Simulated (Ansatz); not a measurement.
## Response to strain in hypothetical P-6m2 GaN

Base system: GaN (space group P-6m2, No. 187; a hypothetical phase, not in the database extracts checked; relaxed with 0.1 eV smearing).

```
GaN
1.0
    2.97938     0.00000     0.00000
   -1.48969     2.58022     0.00000
    0.00000     0.00000     2.68677
Ga N
1 1
Direct
  0.00000   0.00000   0.00000
  0.33333   0.66667   0.50000
```

Cartesian axes are those of the cell as printed.

Strains are applied to the cell and any free atomic positions relax; under biaxial strain the out-of-plane vector relaxes too; under stress the whole cell relaxes.

Level of theory: PBE (Ansatz, an electronic-structure program; PAW; 420 eV plane waves; without spin-orbit coupling).

Notes on the quantities. pressure: mean of the normal stresses, compression positive.

```csv
change,pressure,shortest interatomic distance,space group
base,0.0 GPa,2.183 Å,P-6m2 (No. 187)
"biaxial strain −4.89 %, plane normal [001], relaxed out of plane",17.9 GPa,2.124 Å,P-6m2 (No. 187)
"biaxial strain −3.18 %, plane normal [001], relaxed out of plane",10.7 GPa,2.144 Å,P-6m2 (No. 187)
"biaxial strain −2.08 %, plane normal [001], relaxed out of plane",6.6 GPa,2.157 Å,P-6m2 (No. 187)
uniaxial strain ε_yy = −1.92 %,3.2 GPa,2.151 Å,Amm2 (No. 38)
uniaxial strain ε_yy = +0.56 %,-0.8 GPa,2.183 Å,Amm2 (No. 38)
uniaxial strain ε_zz = −4.90 %,12.7 GPa,2.143 Å,P-6m2 (No. 187)
uniaxial strain ε_zz = +1.02 %,-2.0 GPa,2.191 Å,P-6m2 (No. 187)
"uniaxial stress, 5 GPa tension along x",–,2.163 Å,Amm2 (No. 38)
tensor shear ε_yz = +1.95 %,10.8 GPa,1.986 Å,Cm (No. 8)
```

Beyond what the load breaks, stability against distortions was not tested. All final runs are without spin polarisation. Under tensor shear ε_yz = +1.95 % the cell ends below the base's energy or with stress of the wrong sign: the atoms slid into a distortion or the cell is elastically unstable, so the base is not a stable minimum at this level.
